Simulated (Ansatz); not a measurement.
Consider AlN in the wurtzite structure (space group P6_3mc, No. 186; a = 3.130 Å, c = 5.017 Å). Axes: x lies along a and z along c of the hexagonal cell.

(Cell as relaxed with PBE.)

Levels (all Ansatz, a quantum-chemistry and plane-wave program, PAW, earlier PAW set): PBE (420 eV, without spin-orbit coupling); r2SCAN (500 eV, no spin-orbit coupling).

Each level relaxes its own structure.

```csv
base,PBE,r2SCAN
volume per atom,10.64 Å³,10.40 Å³
lattice parameter a,3.130 Å,3.107 Å
band gap,4.04 eV,4.87 eV
```

The change: compressive biaxial strain of 0.22 % in the plane normal to [001], as in epitaxy on a mismatched substrate; the out-of-plane cell vector and the atoms relax.

| quantity | PBE | r2SCAN |
|---|---|---|
| mean in-plane stress (compression positive) | +1.0 GPa | +1.1 GPa |
| band gap | 4.08 eV | 4.92 eV |
| out-of-plane strain | +0.12 % | +0.12 % |

PBE's in-plane stress lies 0.1 GPa below r2SCAN's; PBE's band gap lies 0.84 eV below r2SCAN's; the two agree on the out-of-plane strain. Neither level is exact; r2SCAN is the comparison here, not a measurement.

Gaps are read on the SCF mesh and a high-symmetry path. No phonon test of stability was made.
